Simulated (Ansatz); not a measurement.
The starting structures come from a database of crystals and need not be the phases stable at ambient conditions.

 Where the default PAW files enter, the runs use the earlier of Ansatz's two default sets.

By PBEsol, the system below comes out a metal.

A figure of merit of an interconnect metal is its ballistic conductance per area.

Consider the following.

```yaml
crystal:
  lattice:
    - [3.01071, 0.00000, 0.00000]
    - [-1.50536, 2.60735, 0.00000]
    - [0.00000, 0.00000, 5.89819]
  atoms:
    - { symbol: Nb, position: [0.00000, 0.00000, 0.50000] }
    - { symbol: Nb, position: [0.00000, 0.00000, 0.00000] }
    - { symbol: N, position: [0.66667, 0.33333, 0.25000] }
    - { symbol: N, position: [0.33333, 0.66667, 0.75000] }
```

Space group of this cell: P6_3/mmc, NiAs type. The cell is strained (lengths across the current scaled by 1.02, ions clamped); by PBEsol its mean pressure is -22.8 GPa.

The current flows along the normal of the first two printed cell vectors, the (001) (indices of the unstrained crystal) plane of the conventional cell. No spin-orbit coupling; the value is a mean over 0.1 eV about the Fermi level.

Problem. Give the ballistic conductance per area that PBEsol in Ansatz (an electronic-structure program) yields.

Solution. 0.48 × 10¹⁵ S/m² for both spins.
